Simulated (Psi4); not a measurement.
Psi4 1.11, unrestricted BP86/def2-svp: Zn(Et)(OH) triplet (C[CH2][Zn][OH]), charge 0, multiplicity 3, 10 atoms. The geometry is a generated start, not checked to be a minimum at this level.

```json
{
  "task": "energy",
  "method": "bp86",
  "basis": "def2-svp",
  "memory": "3 GB",
  "maxiter": "100",
  "keys_of_the_molecule_block": "symmetry c1",
  "scf_type": "df (default)",
  "diis_max_vecs": "10 (default)",
  "e_convergence": "1e-06 (default)",
  "d_convergence": "1e-06 (default)",
  "dft_radial_points": "75 (default)",
  "dft_spherical_points": "302 (default)",
  "basis_functions": "103",
  "grid_points": "216356"
}
```

```xyz
10

Zn     1.0461     0.6467     0.8967
C      0.3554    -0.6655    -0.4662
C     -0.9987    -0.2797    -1.0492
H      0.2617    -1.6218     0.0485
H      1.0632    -0.8088    -1.2785
H     -0.9467     0.6588    -1.5970
H     -1.7579    -0.1883    -0.2723
H     -1.3299    -1.0546    -1.7457
O      0.9046     1.3324     2.4868
H      1.4022     1.9808     2.9769
```

Charge 0 and multiplicity 3 are set for this test and not shown to be the ground state.

With the defaults (level_shift = 0, level_shift_cutoff = 0.01, diis = true, scf_initial_accelerator = adiis, damping_percentage = 0, soscf = false, soscf_start_convergence = 0.01, guess = auto, which took SAD) it converges in 30 SCF iterations. One run each on 2 threads, with these changes:
- level_shift = 0.5, level_shift_cutoff = 0.001
- scf_initial_accelerator = none
- soscf = true, soscf_start_convergence = 0.001
- level_shift = 0.1, level_shift_cutoff = 0.001
- damping_percentage = 20
- diis = false, scf_initial_accelerator = none, damping_percentage = 60
- soscf = true, soscf_start_convergence = 0.1
- guess = sadno
- scf_initial_accelerator = ediis

**Question.** Name the settings that don't reach the solution of the defaults.

**Answer.** No convergence: level_shift = 0.1, level_shift_cutoff = 0.001; level_shift = 0.5, level_shift_cutoff = 0.001; diis = false, scf_initial_accelerator = none, damping_percentage = 60; soscf = true, soscf_start_convergence = 0.1 (the run ends without SCF convergence in 100 iterations). The rest reach the solution of the defaults.

```tsv
setting	SCF iterations	JK calls	end
guess = sadno	27	27	same solution
the defaults	30	31	same solution
soscf = true, soscf_start_convergence = 0.001	30	61	same solution
scf_initial_accelerator = none	41	42	same solution
scf_initial_accelerator = ediis	59	60	same solution
damping_percentage = 20	60	61	same solution
level_shift = 0.1, level_shift_cutoff = 0.001	100	101	no convergence
level_shift = 0.5, level_shift_cutoff = 0.001	100	101	no convergence
diis = false, scf_initial_accelerator = none, damping_percentage = 60	100	101	no convergence
soscf = true, soscf_start_convergence = 0.1	100	381	no convergence
```

An SOSCF iteration holds several JK calls; a Hückel guess adds calls on atoms. 1 further run of the study ended by our limits or in an error and is left out.
